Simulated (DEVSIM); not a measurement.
# abrupt GaP p-n junction

System: abrupt GaP p-n junction, at 400 K.

```tsv
layer (left to right)	material	thickness (μm)	Nd (cm⁻³)	Na (cm⁻³)	τn (s)	τp (s)
1	GaP	0.740	-	2e16	1.1e-7	1.1e-7
2	GaP	21.0	1.6e17	-	1.1e-7	1.1e-7
```

Left contact: ohmic. Right contact: ohmic. Voltage is applied to the left contact. Recombination: SRH at mid-gap, radiative, Auger. Mobility is constant in doping.

The device is made up for the run: typed textbook-type constants, with dimensions and the other settings drawn at random. Values at 300 K; Nc and Nv go as T^1.5, mobilities as T to minus their exponent, the gap by Varshni's rule with the affinity fixed.

| parameter | GaP |
|---|---|
| gap (eV) | 2.26 |
| affinity (eV) | 3.8 |
| permittivity | 11.1 |
| Nc (cm⁻³) | 1.8e19 |
| Nv (cm⁻³) | 1.9e19 |
| μn (cm²/Vs) | 250 |
| μp (cm²/Vs) | 150 |
| T exponent of μn | 1.6 |
| T exponent of μp | 1.98 |
| B (cm³/s) | 1e-13 |
| Cn (cm⁶/s) | 1e-30 |
| Cp (cm⁶/s) | 1e-30 |
| Varshni α (eV/K) | 0.00058 |
| Varshni β (K) | 372 |

Simulated with DEVSIM: 1D drift-diffusion, Boltzmann statistics, complete ionisation; no tunnelling, impact ionisation, image-force lowering or self-heating.

| Item | Result |
|---|---|
| Potential step across the device at zero bias | 1.789 V |
| Largest field in the device at zero bias | 100000 V/cm |
| Dark forward voltage at 1 A/cm² | 1.524 V |
| Dark forward voltage at 100 A/cm² | 1.744 V |

Dark reverse current:

| V (V) | J (A/cm²) |
|---|---|
| -0.20 | -7.1e-13 |
| -0.50 | -1.5e-12 |
| -1.00 | -2.6e-12 |
| -1.50 | -3.5e-12 |
| -2.00 | -4.4e-12 |
| -3.00 | -5.9e-12 |
| -4.00 | -7.2e-12 |
| -5.00 | -8.4e-12 |
| -6.50 | -1.0e-11 |
| -8.00 | -1.1e-11 |
| -10.00 | -1.3e-11 |

Dark forward current:

(V (V), J (A/cm²)): (0.25, 1.3e-11); (0.70, 1.1e-8); (0.80, 5.1e-8); (0.95, 5.6e-7); (1.05, 3.5e-6); (1.15, 3.3e-5); (1.25, 0.00045); (1.35, 0.0073); (1.50, 0.51); (1.60, 7.8); (1.70, 58); (1.80, 170); (1.95, 390); (2.05, 570); (2.15, 760); (2.25, 970); (2.35, 1200); (2.50, 1600); (2.60, 1900); (2.70, 2100)
